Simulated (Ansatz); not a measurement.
Consider Ga$_{2}$O$_{3}$ in the corundum structure (space group R-3c, No. 167; a = 5.058 Å, c = 13.623 Å (hexagonal axes)).

The values are results of PBE in Ansatz (plane waves to 420 eV, PAW, no SOC), not measurements.

One change was made to it. Results:

```csv
quantity,base,after
width of the top valence band,0.43 eV,0.48 eV
lattice parameter a,5.058 Å,4.924 Å
gap character,"indirect, Γ–S₀ (50 % along) → Γ","indirect, Γ–S₀ (50 % along) → Γ"
band gap,2.40 eV,3.37 eV
```

**Question.** What was done to the base?
A) pressure 22.5 GPa
B) pressure −2 GPa
C) pressure 2.1 GPa
D) pressure 9 GPa

**Answer.** A, pressure 22.5 GPa. For comparison, the band gap in the other runs: pressure −2 GPa gives 2.30 eV; pressure 2.1 GPa gives 2.51 eV; pressure 9 GPa gives 2.83 eV.

Load acts through the strain it causes; cell and atoms are relaxed under it. No phonon test of stability was made. Competing high-pressure phases were not computed.

Ansatz is an electronic-structure program.
